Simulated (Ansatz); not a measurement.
How the band gap of Ca3WO6 (P2₁/c, No. 14) moves with the method

No measured value is used here.

| level (code) | value (eV) | cell (Å³/atom) |
|---|---|---|
| LDA (Ansatz) | 3.21 | 12.25 |
| PBEsol (Ansatz) | 3.20 | 12.68 |
| r²SCAN (Ansatz) | 3.63 | 12.84 |
| r²SCAN-D4 (Ansatz) | 3.64 | 12.74 |
| r²SCAN+rVV10 (Ansatz) | 3.63 | 12.71 |

Computed values are for a static lattice. Levels without +SOC have no spin–orbit coupling; where heavier elements are present it shifts gaps, mostly down, and can invert bands.  LDA, PBEsol, r²SCAN, r²SCAN-D4, r²SCAN+rVV10: the gap is read on the k mesh or supercell of the run alone and can be too large. LDA, PBEsol, r²SCAN, r²SCAN-D4, r²SCAN+rVV10: the relaxation could not lower the start's symmetry, so the cell can be a saddle point above a distorted one. Each level is taken at its own relaxed cell. Ansatz's density-functional and Hartree–Fock values are scalar-relativistic unless marked +SOC, with PAW data made under PBE.

Ansatz is a first-principles code.
